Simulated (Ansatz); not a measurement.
**What biaxial strain −3.31 %, plane normal [001], relaxed out of plane does to HfO2**

Take HfO2 in the fluorite structure (space group Fm-3m, No. 225; a = 5.059 Å) as the base. Axes: x, y, z lie along the cube axes.

One thing is altered: compressive biaxial strain of 3.31 % in the plane normal to [001], as in epitaxy on a mismatched substrate; the out-of-plane cell vector and the atoms relax.

Calculations: DFT with r2SCAN, PAW potentials and a 500 eV plane-wave cutoff in Ansatz (a quantum-chemistry and plane-wave program), spin-orbit coupling left out, earlier PAW set. k-mesh 11×11×11 (Γ-centred); smearing 0.05 eV (Fermi–Dirac).

```csv
quantity,base,changed,shift
space group,Fm-3m (No. 225),I4/mmm (No. 139),–
shortest interatomic distance,219.1 pm,215.2 pm,-3.82 pm
energy relative to the base (free energy F),0 meV/atom,+52 meV/atom,+52 meV/atom
band gap,4.30 eV,3.95 eV,-0.35 eV
gap character,–,"indirect, X → Γ",–
smallest direct gap,4.30 eV,4.14 eV,-0.167 eV
electron mass,"1.0 mₑ along k, 0.75 mₑ across (at X)","0.37 mₑ out of plane, 1.0 mₑ in plane (at Γ)",–
out-of-plane strain,–,+1.32 %,–
ratio −ε⊥/ε∥,–,0.40,–
mean in-plane stress (compression positive),–,+24.8 GPa,–
```

Final structure (turned so that z lies along the plane normal):

```xyz
3
Lattice="3.4588 0.0000 0.0000 0.0000 3.4588 0.0000 1.7294 -1.7294 2.5629" Properties=species:S:1:pos:R:3 pbc="T T T"
Hf     0.0000     0.0000     0.0000
O      3.4588     1.7294     1.2814
O      1.7294     0.0000     1.2814
```

With Hf present, leaving out spin-orbit coupling can change the band edges. Effective masses come from finite differences of ±0.01 Å⁻¹. Along k means along the line from Γ to the band edge. Stability against distortions was not tested. This is not the structure that HfO2 has at room temperature and ambient pressure. k-point labels follow each cell's own Brillouin zone.
